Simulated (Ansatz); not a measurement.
The structure below was relaxed with r2SCAN (Ansatz, a program for electronic structure, PAW, no spin-orbit coupling), earlier PAW set, at pressure 10 GPa.

```
CELL_PARAMETERS angstrom
      0.00000     2.21240     2.21240
      2.21240     0.00000     2.21240
      2.21240     2.21240     0.00000
ATOMIC_POSITIONS crystal
  Ce 0.00000 0.00000 0.00000
```

Q: Find the space group and the Wyckoff positions.

A: Space group Fm-3m (No. 225); a = b = c = 4.4248 Å, α = β = γ = 90.00°

```json
[
 {"atom": "Ce", "site": "4a", "symmetry": "m-3m", "x": "0.0000", "y": "0.0000", "z": "0.0000"}
]
```

Q: Describe the coordination.

A: The crystal has 4 atoms in its conventional cell. Cell: a = b = c = 4.425 Å, α = β = γ = 90.00°. Ce is coordinated by 12 Ce at 3.129 Å and 6 Ce at 4.425 Å and 24 Ce at 5.419 Å. (Neighbours: up to the widest gap in distance over summed covalent radii, below 1.35, at either atom.)

Open 4f shells without U are poorly described, and the f state was not checked. Load acts through the strain it causes; cell and atoms are relaxed under it. Stability against distortions was not tested. Competing high-pressure phases were not computed. All final runs are without spin polarisation. The cell was made from Ce in the fcc (Cu type) structure (space group Fm-3m, No. 225) by this change: pressure 10 GPa.
